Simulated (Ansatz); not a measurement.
Worked example: relaxation of the atoms of HfW (P1, 2 atoms in the cell) in Ansatz (a program for electronic structure).

Method: LDA (PW92), default PAW files made with PBE (plane waves; Ansatz).

The change in words: atoms moved at random; relax: default → atoms; relax.f_tol: default → 0.03 eV/Å. Reference geometry:
```xyz
2
Lattice="1.5097 0.8716 4.8236 -1.5097 0.8716 4.8236 0.0000 -1.7433 4.8236" Properties=species:S:1:pos:R:3 pbc="T T T"
Hf     0.0000     0.0000     0.0000
W      0.0000     0.0000     7.2354
```

Reference input (self-consistent single point, DFT, LDA (PW92), plane waves, default PAW files made with PBE): kpoints.mp_grid.grid = 10 10 10; hamiltonian.xc = lda; hamiltonian.pseudopotentials = {kind: paw} (the program's default PAW files); scf.occupations.method = cold; scf.occupations.width = 0.0147 Ry. This run's input differs from it in these lines:

Ansatz 0.2 input:
```diff
@@ -6,4 +6,4 @@
   atoms:
-    - { symbol: Hf, position: [0.000000, 0.000000, 0.000000] }
-    - { symbol: W, position: [0.500000, 0.500000, 0.500000] }
+    - { symbol: Hf, position: [-0.010258, -0.006600, 0.022682] }
+    - { symbol: W, position: [0.510258, 0.506600, 0.477318] }
 kpoints:
@@ -19,2 +19,4 @@
     width: 0.0147 Ry
+relax:
+  f_tol: 0.03
 output:
```

Output (repeated stretches shortened):

```
   [... SCF lines of the steps left out ...]
relax step   1: F+E_penalty+E_count = -25605.72798707 eV  Δ(F+E_penalty+E_count) = +0.000e0 eV  max|allowed force component| = 4.379e-1 eV/Å  Δτ_max = 0.0000 Å  (6 SCF iters, dr2 threshold 2.25e-5 eV, accepted)
relax step   2: F+E_penalty+E_count = -25605.71014330 eV  Δ(F+E_penalty+E_count) = +1.784e-2 eV  max|allowed force component| = 7.125e-1 eV/Å  Δτ_max = 0.0806 Å  (6 SCF iters, dr2 threshold 1.20e-5 eV, rejected (line search))
relax step   3: F+E_penalty+E_count = -25605.74315216 eV  Δ(F+E_penalty+E_count) = -1.517e-2 eV  max|allowed force component| = 4.141e-2 eV/Å  Δτ_max = 0.0390 Å  (7 SCF iters, accepted)
relax step   4: F+E_penalty+E_count = -25605.74440087 eV  Δ(F+E_penalty+E_count) = -1.249e-3 eV  max|allowed force component| = 2.568e-3 eV/Å  Δτ_max = 0.0272 Å  (6 SCF iters, accepted)
Stability not checked (fill_not_monotonic)
Free energy (F): -25605.744401 eV
Internal energy: -25605.747868 eV  (E = F + TS)
E sigma→0 (E₀):  -25605.745557 eV
Entropy (-TS):   0.003467 eV (1.733 meV/atom)
Fermi energy:    20.356512 eV
--- Forces (eV/Å), atoms counted from 1 ---
  atom   1  Hf     0.00028916     0.00258076     0.00021441
  atom   2  W     -0.00028615    -0.00255429    -0.00011993
--- Stress (GPa, compression-positive) ---
      -11.694411      -0.000020      -0.000070
       -0.000020     -11.694597       0.000317
       -0.000070       0.000316     -13.043323
  P = ⅓ Tr σ = -12.1441 GPa (-121.441 kbar)
   [... lines left out ...]
--- Relaxed structure (4 steps of the walk, 3 accepted, 0 SCFs on fresh bases) ---
  F+E_penalty+E_count = -25605.74440087 eV   max|allowed force component| = 2.568e-3 eV/Å
  atoms:
    - { symbol: Hf, position: [-0.0003860124969573027, -0.00026065297711596984, 0.0006454413058289985] }
    - { symbol: W, position: [0.5003860124969572, 0.500260652977116, 0.49935455869417095] }
```

The run converged. 

Summary of the result:
- Free energy E − TS (on the zero of these files): -25605.7444 eV
- Fermi level (on the code's own zero): 20.36 eV
- Pressure: -12.14 GPa
- Largest force (vector length): 0.003 eV/Å
- Relaxation steps: 4

The starting cell was generated: these elements placed on a structure prototype, without a prior relaxation; it need not be a known phase or ordering of this composition. Its lattice was rescaled by a random factor within 2.5 % of one. For this run, on top of that: atoms moved at random. Spin polarisation is off. Ansatz's pressure includes its estimate of the finite-basis (Pulay) stress.

Cost on one core of a shared machine: roughly 3 min.
